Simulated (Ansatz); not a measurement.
Consider Ge in the diamond structure (space group Fd-3m, No. 227; a = 5.622 Å).

Computed with LDA, PAW, 420 eV (Ansatz, a first-principles code; no spin-orbit coupling).

For the base:

- Band gap: zero
- Gap character: absent

The change: an isotropic linear strain of −3.00 %; the atoms relax in the strained cell.

Task: What does the calculation give for the band gap after the change?

Result: The band gap becomes 0.32 eV (base: zero).

Task: How does this affect the hole mass?

Result: The hole mass (degenerate bands, along [100]) amounts to 0.040, 0.21, 0.21 mₑ (at Γ).

Task: Predict the new energy relative to the base.

Result: The energy grows by 45 meV/atom.

Task: Predict the new gap character.

Result: The gap character changes from absent to indirect, Γ → Γ–X (80 % along).

Effective masses come from finite differences of ±0.01 Å⁻¹. Whether these cells are dynamically stable was not tested. The zero or small gap of Ge can change with the level of theory.
